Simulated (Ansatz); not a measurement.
Consider InAs in the zinc blende structure (space group F-43m, No. 216; a = 6.187 Å).

Structures relaxed with PBE/PAW in Ansatz (a program for electronic structure), without spin-orbit coupling, earlier PAW set.

Base:

Simulated powder pattern, Cu Kα1, λ = 1.54056 Å (kinematic, ideal powder, no thermal factors, no anomalous dispersion; the 8 strongest lines at most, above 2 %, up to 2θ = 90°):

```csv
2θ (°),I/Imax (%),hkl
24.91,100,(111)
41.24,75,(220)
48.78,47,(311)
59.74,12,(400)
65.74,19,(331)
75.17,24,(422)
80.63,14,(511)
89.55,8.0,(440)
```

Modification: cell and atoms relaxed at a pressure of 0.7 GPa.

Problem. Where do the lines fall after the change?

Solution. 
Simulated powder pattern, Cu Kα1, λ = 1.54056 Å (kinematic, ideal powder, no thermal factors, no anomalous dispersion; the 8 strongest lines at most, above 2 %, up to 2θ = 90°):

```json
[
 {"2θ (°)": "25.02", "d (Å)": "3.556", "I/Imax (%)": "100", "hkl": "(111)"},
 {"2θ (°)": "28.97", "d (Å)": "3.079", "I/Imax (%)": "4.1", "hkl": "(200)"},
 {"2θ (°)": "41.44", "d (Å)": "2.177", "I/Imax (%)": "74", "hkl": "(220)"},
 {"2θ (°)": "49.02", "d (Å)": "1.857", "I/Imax (%)": "47", "hkl": "(311)"},
 {"2θ (°)": "60.04", "d (Å)": "1.540", "I/Imax (%)": "12", "hkl": "(400)"},
 {"2θ (°)": "66.08", "d (Å)": "1.413", "I/Imax (%)": "19", "hkl": "(331)"},
 {"2θ (°)": "75.58", "d (Å)": "1.257", "I/Imax (%)": "24", "hkl": "(422)"},
 {"2θ (°)": "81.07", "d (Å)": "1.185", "I/Imax (%)": "14", "hkl": "(511)"}
]
```

The indices refer to the base's conventional cell; one index is shown for lines that coincide.

The mesh was chosen for an insulator and is coarse for the gapless case. Load acts through the strain it causes; cell and atoms are relaxed under it. No phonon test of stability was made. The final runs are not spin-polarised.
